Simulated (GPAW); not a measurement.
GPAW run on Sc (P6_3/mmc, 4 atoms in the cell): self-consistent single point.

Method: PBE, GPAW PAW datasets PBE (gpaw-data 1.0.1) (plane waves; GPAW).

The change in words: lattice scaled by 0.98. Reference geometry:
```
CELL_PARAMETERS angstrom
      3.22198     0.00000     0.00000
     -1.61099     2.79031     0.00000
      0.00000     0.00000    10.36672
ATOMIC_POSITIONS crystal
  Sc 0.00000 0.00000 0.00000
  Sc 0.00000 0.00000 0.50000
  Sc 0.33333 0.66667 0.25000
  Sc 0.66667 0.33333 0.75000
```

Reference input (self-consistent single point, DFT PBE, plane waves, GPAW PAW datasets PBE (gpaw-data 1.0.1)): mode = pw; ecut = 850 eV; xc = PBE; kpts = 8 8 3; mesh shift (steps) = 0 0 0; occupations.name = fermi-dirac; occupations.width = 0.1 eV; nbands = -8; convergence.density = 1e-05 e/electron; symmetry.symmorphic = false; symmetry.tolerance = 0.0005; maxiter = 120. This run's input differs from it in these lines:

```diff
@@ -5,9 +5,9 @@
 atoms = Atoms(['Sc', 'Sc', 'Sc', 'Sc'],
-              cell=[[3.221975, 0.000000, 0.000000],
-                    [-1.610987, 2.790311, 0.000000],
-                    [0.000000, 0.000000, 10.366723]],
+              cell=[[3.157536, 0.000000, 0.000000],
+                    [-1.578767, 2.734505, 0.000000],
+                    [0.000000, 0.000000, 10.159389]],
               positions=[[0.000000, 0.000000, 0.000000],
-                         [0.000000, 0.000000, 5.183362],
-                         [-0.000001, 1.860208, 2.591681],
-                         [1.610989, 0.930103, 7.775042]],
+                         [0.000000, 0.000000, 5.079694],
+                         [-0.000001, 1.823004, 2.539847],
+                         [1.578770, 0.911501, 7.619542]],
               pbc=True)
```

Output (repeated stretches shortened):

```
     iter     time        total  log10-change:
                         energy   eigst   dens
iter:   1 --:--:--   -18.376427
iter:   2 --:--:--   -18.458288   +0.15  -1.54
iter:   3 --:--:--   -18.319777   +0.05  -1.56
iter:   4 --:--:--   -18.371086   -0.50  -1.82
iter:   5 --:--:--   -18.373534   -0.86  -2.23
iter:   6 --:--:--   -18.359287c  -1.05  -2.26
iter:   7 --:--:--   -18.371183c  -1.37  -2.48
iter:   8 --:--:--   -18.372318c  -1.58  -2.52
iter:   9 --:--:--   -18.371289c  -1.78  -2.50
iter:  10 --:--:--   -18.370618c  -1.98  -2.51
   [... 21 lines left out ...]
iter:  32 --:--:--   -18.364878c  -6.19  -4.90
iter:  33 --:--:--   -18.364876c  -6.55  -4.67
iter:  34 --:--:--   -18.364875c  -6.63  -4.83
iter:  35 --:--:--   -18.364875c  -6.61  -4.95
iter:  36 --:--:--   -18.364875c  -6.85  -5.04c
iter:  37 --:--:--   -18.364875c  -7.01  -5.21c
iter:  38 --:--:--   -18.364875c  -7.12  -5.30c
iter:  39 --:--:--   -18.364875c  -7.21  -5.31c
iter:  40 --:--:--   -18.364876c  -7.27  -5.41c
iter:  41 --:--:--   -18.364876c  -7.41c -5.59c
Converged after 41 iterations.

Dipole moment: (0.000000, -0.000000, -0.000003) |e|*Ang

Energy contributions relative to reference atoms: (reference = -83155.532482)

Kinetic:         +9.918268
Potential:       -4.766711
External:        +0.000000
XC:             -24.014982
Entropy (-ST):   -0.218090
Local:           +0.607595
SIC:             +0.000000
--------------------------
Free energy:    -18.473920
Extrapolated:   -18.364876

Showing only first 2 kpts
 Kpt  Band  Eigenvalues  Occupancy
  0    20      7.23539    0.00531
  0    21      7.49655    0.00039
  0    22      7.55162    0.00023
  0    23      8.25269    0.00000

  1    20      7.16132    0.01111
  1    21      7.20927    0.00689
  1    22      7.96119    0.00000
  1    23      8.31246    0.00000

Fermi level: 6.64253

No gap
No difference between direct/indirect transitions
Energy (eV): -18.364876

Forces in eV/Ang:
  0 Sc    0.00000    0.00000    0.00000
  1 Sc    0.00000    0.00000    0.00000
  2 Sc   -0.00000   -0.00000    0.00000
  3 Sc   -0.00000    0.00000   -0.00000

Stress tensor:
    -0.047631     0.000000     0.000000
     0.000000    -0.047631    -0.000000
     0.000000    -0.000000    -0.044079
Stress (GPa, Voigt): [-7.6314 -7.6314 -7.0622 -0.      0.      0.    ]
```

The run converged in 41 iterations. GPAW prints stress with tension positive. Against the reference run the free energy goes up by 45.4 meV/atom and the pressure goes from 3.32 to 7.44 GPa.

The starting cell was generated: these elements placed on a structure prototype, without a prior relaxation; it need not be a known phase or ordering of this composition. Its lattice was rescaled by a random factor within 2.5 % of one. For this run, on top of that: lattice scaled by 0.98. With a pressure of about 7 GPa the cell is away from its equilibrium volume at this level.

Cost on one core of a shared machine: roughly 4 min.
